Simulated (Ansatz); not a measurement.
Cubic perovskite CsCdCl3, treated with r²SCAN (plane waves, PAW; Ansatz, a program for electronic structure).

Numerical settings: plane-wave cutoff 560 eV, 8×8×8 k mesh, Fermi–Dirac smearing 0.01 eV, scalar-relativistic PAW data made under PBE.

Response to compression and expansion:

```
V (Å³/atom)  P (GPa)  direct gap at Γ (eV)  smallest gap on the k mesh (eV)
-----------  -------  --------------------  -------------------------------
27.329          2.56                 3.274                            2.593
27.911          1.60                 3.177                            2.557
28.492          0.75                 3.082                            2.521
29.074          0.00                 2.989                            2.483
29.655         -0.67                 2.899                            2.444
30.237         -1.27                 2.812                            2.405
30.818         -1.80                 2.727                            2.365
```

The fundamental gap (2.48 eV at the equilibrium volume, with added k points) lies elsewhere than Γ–Γ.

Spin–orbit coupling is not included.
